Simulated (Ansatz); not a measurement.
Problem. Name crystals whose Seebeck coefficient, p-type 1e19 cm⁻³ lies between 430 and 680 μV/K and whose band gap lies between 4.1 and 6.4 eV, by Ansatz (a quantum-chemistry and plane-wave program) with PBEsol, rigid bands.

Solution. Many crystals can fit; among those computed here:
- Li$_{2}$O (Fm-3m): 537 μV/K, 4.88 eV
- KCl (Fm-3m): 540 μV/K, 5.10 eV
- LiCl (Fm-3m): 568 μV/K, 6.35 eV
- RbCl (Fm-3m): 596 μV/K, 4.90 eV
- NaF (Fm-3m): 623 μV/K, 6.20 eV

Seebeck coefficients are for the stated density at 300 K, with one relaxation time for all states and whether or not that doping can be reached. Spin-orbit coupling is left out.
